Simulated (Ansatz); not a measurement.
The starting structures come from a database of crystals and need not be the phases stable at ambient conditions.

The decay constant κ of evanescent states in the gap governs leakage through a thin film.

Here is the system:

```xyz
10
Lattice="5.7686 0.0000 0.0000 0.0000 5.7927 0.0000 2.8843 -2.8963 4.0590" Properties=species:S:1:pos:R:3 pbc="T T T"
Sr     2.8843    -0.0448     2.0295
Sr     5.7686     2.9412     2.0295
Hf     0.0000     0.0000     0.0000
Hf     2.8843     2.8963     0.0000
O      1.4421     4.3445     0.3189
O      7.2107    -1.4482     3.7401
O      4.3264    -1.4482     3.7401
O      4.3264     4.3445     0.3189
O      2.8843     2.4743     2.0295
O      5.7686     0.4220     2.0295
```

Space group of this cell: Imma. The cell is taken as given.

Transport runs along the normal of the first two printed cell vectors.

The gap is the functional's own, uncorrected, and κ follows it; spin-orbit coupling is left out. Mid-gap values are interpolated between the computed energies.

### Question
Give the band gap and the smallest decay constant κ at mid-gap that PBEsol (Ansatz, a first-principles code) yields.

### Answer
Gap 3.99 eV on a 8×8×8 mesh; κ = 0.296 1/Å, at the zone centre.
